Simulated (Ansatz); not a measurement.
# Competing hops of interstitial Cd in wurtzite CdSe, charge state +2

System: interstitial Cd in wurtzite CdSe (charge state +2). These are PBE, PAW (plane waves to 420 eV; Ansatz, a program for electronic structure) values and carry that method's errors.

Settings: 72 host sites, the relaxed PBE lattice, one k-point at (0.125, 0.250, 0.250), smearing 0.01 eV, spin-restricted, no image-charge correction. Energies are static. The charge state is imposed; whether it is stable for some Fermi level was not computed. Sites that were not tried may lie lower.

Barriers: single points on a 2×2×2 k-point mesh shifted by half a step along c at the bands' geometries.

```
Route                                                                                                     Start site over the lowest site run (eV)  Hop (Å)  Forward barrier (eV)  Backward barrier (eV)                                       Neighbours at the start                                      Neighbours at the saddle  Saddle order  Forward, on the band's own sampling (eV)
--------------------------------------------------------------------------------------------------------  ----------------------------------------  -------  --------------------  ---------------------  ------------------------------------------------------------  ------------------------------------------------------------  ------------  ----------------------------------------
a concerted move, in which Cd travels most                                                                                                    0.00     1.64                  0.18                   0.07  Cd at 3.10; Se at 2.58, Se at 2.71, Se at 2.72, Se at 2.80 Å            Cd at 3.18; Se at 2.55, 2 Se at 2.68, Se at 3.14 Å   not checked                                      0.17
a concerted move, in which Cd travels most (a rearrangement that moves the defect's centre by under 1 Å)                                      0.11     1.89                  0.09                   0.09              Cd at 2.93; Se at 2.53, Se at 2.72, Se at 2.73 Å  Cd at 2.77; Se at 2.51, Se at 2.84, Se at 2.90, Se at 2.99 Å   not checked                                      0.08
```

Paths come from climbing-image nudged elastic band runs.  

The whole set of runs took about 22 core-hours (a rough figure).
